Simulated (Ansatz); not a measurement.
TaRh3 (Pm-3m): band-structure transport figures

Here is the system:

```
CELL_PARAMETERS angstrom
      3.84594     0.00000     0.00000
      0.00000     3.84594     0.00000
      0.00000     0.00000     3.84594
ATOMIC_POSITIONS crystal
  Ta 0.00000 0.00000 0.00000
  Rh 0.00000 0.50000 0.50000
  Rh 0.50000 0.00000 0.50000
  Rh 0.50000 0.50000 0.00000
```

Level of theory: PBEsol with spin-orbit coupling, rigid bands (plane waves, PAW; Ansatz, a program for electronic structure). Condition of this run: spin-orbit coupling switched on. Cell: cell and atoms relaxed with PBEsol.

The density of states at the Fermi level is 1.97 states/(eV·cell), both spins and the bare Sommerfeld coefficient comes out as 1.16 mJ/(mol of atoms·K²). The drude plasma energy is 5.5 eV and the root-mean-square Fermi velocity comes out as 5.8e5 m/s. The resistivity times τ is 16.0 ×10⁻²² Ω·m·s.

A metal at this level (no band gap); rigid bands, thermally averaged at 300 K, both spins. τ is one relaxation time for all states.

Formula and space group known from diffraction (Crystallography Open Database), not checked to be the room-temperature form: TaRh3 (Pm-3m).
